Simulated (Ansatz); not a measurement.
Band structure of Ba3Ca (P6_3/mmc, 8 atoms in the cell).

```yaml
crystal:
  lattice:
    - [8.90398, 0.00000, 0.00000]
    - [-4.45199, 7.71107, 0.00000]
    - [0.00000, 0.00000, 7.07319]
  atoms:
    - { symbol: Ba, position: [0.34179, 0.17089, 0.75000] }
    - { symbol: Ba, position: [0.65821, 0.82910, 0.25000] }
    - { symbol: Ba, position: [0.17089, 0.34179, 0.25000] }
    - { symbol: Ba, position: [0.82910, 0.65821, 0.75000] }
    - { symbol: Ba, position: [0.82910, 0.17089, 0.75000] }
    - { symbol: Ba, position: [0.17089, 0.82910, 0.25000] }
    - { symbol: Ca, position: [0.66667, 0.33333, 0.25000] }
    - { symbol: Ca, position: [0.33333, 0.66667, 0.75000] }
```

Level of theory: PBEsol, PAW files made with PBE (plane waves; Ansatz, a quantum-chemistry and plane-wave program).

Settings: kpoints.mp_grid.grid = 2 2 3; hamiltonian.xc = pbesol; hamiltonian.pseudopotentials = {kind: paw} (the program's default PAW files); scf.occupations.method = gaussian; scf.occupations.width = 0.05 eV; kpoints.band_path.npoints = 8.

The starting cell comes from a database of computed structures (which also holds hypothetical and non-ambient phases and stackings), without a prior relaxation at this level.

Levels in eV from the Fermi level, bands 37 to 44:
| point | 37 | 38 | 39 | 40 | 41 | 42 | 43 | 44 |
|---|---|---|---|---|---|---|---|---|
| Γ | -0.73 | -0.55 | -0.44 | -0.28 | -0.28 | 0.06 | 0.06 | 0.08 |
| M | -0.36 | -0.13 | -0.13 | 0.02 | 0.04 | 0.08 | 0.16 | 0.23 |
| K | -0.39 | -0.17 | 0.02 | 0.04 | 0.04 | 0.07 | 0.19 | 0.19 |
| A | -0.58 | -0.58 | -0.58 | -0.58 | 0.44 | 0.44 | 0.44 | 0.44 |
| L | -0.55 | -0.55 | -0.38 | -0.38 | 0.17 | 0.17 | 0.64 | 0.64 |
| H | -0.95 | -0.95 | 0.05 | 0.05 | 0.20 | 0.20 | 0.37 | 0.37 |

Bands cross the Fermi level along this path, so the cell is metallic at this level.

Keys are those of Ansatz 0.2.
